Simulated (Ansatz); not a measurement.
Start from SiSe2 in the 2H-MoS2 type structure (space group P6_3/mmc, No. 194; a = 3.440 Å, c = 11.034 Å; a hypothetical phase, not in the database extracts checked; layered, stacked along the Cartesian z axis).

Method: PBEsol-D3(BJ) (Ansatz, an electronic-structure program; PAW; 420 eV plane waves; no spin-orbit coupling).

Base values:

The In-plane lattice parameter a is 3.440 Å.

It is then changed as follows: a free-standing slab of 3 layers (9 atoms, 3 a layer) is cut normal to the stacking axis, with 15 Å of vacuum and the in-plane cell relaxed.

Problem. Estimate the effect on the excess energy per area of both faces and in-plane lattice parameter a.

Solution. The excess energy per area of both faces (slab less bulk energy over the cell's area: twice a surface energy) amounts to 0.9 J/m² (uncertain by up to 0.1 J/m²); the in-plane lattice parameter a decreases by 0.0335 Å (3.440 Å → 3.407 Å).

The excess energy carries the mismatch between the slab's and the bulk's meshes. Stability against distortions was not tested. The final runs are not spin-polarised.
